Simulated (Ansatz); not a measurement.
```yaml
crystal:
  lattice:
    - [0.00000, 2.80109, 2.80109]
    - [2.80109, 0.00000, 2.80109]
    - [2.80109, 2.80109, 0.00000]
  atoms:
    - { symbol: As, position: [0.25000, 0.25000, 0.25000] }
    - { symbol: Ga, position: [0.00000, 0.00000, 0.00000] }
```

Question: List the harmonic phonon frequencies (cm⁻¹; finite displacements on a 6×6×6 mesh, DFT at the LDA level (Ansatz, an electronic-structure program), k mesh 6×6×6) at q = (0.000, 0.000, -0.500), (0.000, 0.333, 0.333), (0.167, -0.500, -0.333), in fractions of this cell's reciprocal vectors. At Γ leave out the LO-TO shift.

Answer: 
- (0.000, 0.000, -0.500): 58, 58, 207, 237, 262, 262
- (0.000, 0.333, 0.333): 74, 74, 169, 254, 254, 267
- (0.167, -0.500, -0.333): 92, 101, 202, 213, 254, 263

The PAW data sets were generated under PBE and serve the other functionals too.
